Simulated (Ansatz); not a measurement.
Levels about the gap of amorphous Si30N44Ge3 (77 atoms in a cell of 884 Å³, 3.15 g/cm³; zone centre alone, so wide bands show as single levels with stretches between that a denser mesh fills), at the geometry that PBE relaxed, where it gives -0.3 GPa on a denser mesh. Exact exchange is cut at the faces of this small cell, which leaves a finite-size error. The participation number counts the atoms over which a state spreads; weights are charges in smoothed Voronoi cells. The levels come from a single point, so bond lengths are those of that geometry. Method of the levels: HSE06, scalar-relativistic without spin-orbit coupling (Ansatz, a program for electronic structure). Sampling: the zone centre alone; Fermi-Dirac width 0.01 eV; collinear spin, started from moments on atoms (the moments died out). At PBE the levels at the filled edge of the gap are localised (band-tail or defect states), and the nearest spread-out levels lie 1.2 eV apart at the zone centre.

The cell was made by melting and quenching with the CHGNet potential and then relaxed with DFT. N atoms were pushed apart under 1.9 Å during the dynamics, to hinder bonds among them. The hot cell started wider than the set density and was brought back towards it in steps. It is the lowest in DFT energy of 2 quenches. It is a model cell: composition and starting density were chosen by hand, and all elements were melted together. No dispersion term was used. Its density started from a set value of 3.15 and ended at 3.15 g/cm³. The quench (nominally 380 K/ps over its main leg) was far faster than any real one, so the model tends to hold more defects than a real film. A cell of this size samples the disorder only roughly. The volume was held where the preparation left it, at a PBE pressure of -0.3 GPa (tension). Stress components on the final sampling reach 3.3 GPa.

```tsv
E - E(highest filled), eV	filling	spin	participation number	largest on	weight N	weight Ge	weight Si
-0.40	filled	dn	6.7	N, 3 neighbours	0.90	0.01	0.10
-0.25	filled	up	8.5	N, 2 neighbours	0.89	0.00	0.11
-0.25	filled	dn	8.5	N, 2 neighbours	0.89	0.00	0.11
-0.18	filled	up	9.7	N, 2 neighbours	0.89	0.01	0.10
-0.18	filled	dn	9.7	N, 2 neighbours	0.89	0.01	0.10
0.00	filled	up	8.0	N, 2 neighbours	0.89	0.01	0.10
0.00	filled	dn	8.0	N, 2 neighbours	0.89	0.01	0.10
1.83	empty	dn	6.0	Ge, 4 neighbours	0.50	0.38	0.12
1.83	empty	up	6.0	Ge, 4 neighbours	0.50	0.38	0.12
2.83	empty	up	6.8	Ge, 3 neighbours	0.45	0.45	0.09
2.83	empty	dn	6.8	Ge, 3 neighbours	0.45	0.45	0.09
3.18	empty	up	7.4	Ge, 4 neighbours	0.45	0.42	0.13
3.18	empty	dn	7.4	Ge, 4 neighbours	0.45	0.42	0.13
4.17	empty	dn	44.3	Ge, 3 neighbours	0.49	0.10	0.41
```

Most localised among these is the empty level at +1.83 eV, on a Ge atom, which has 4 neighbours (N 1.84 Å, N 1.92 Å, N 1.99 Å, N 2.27 Å).
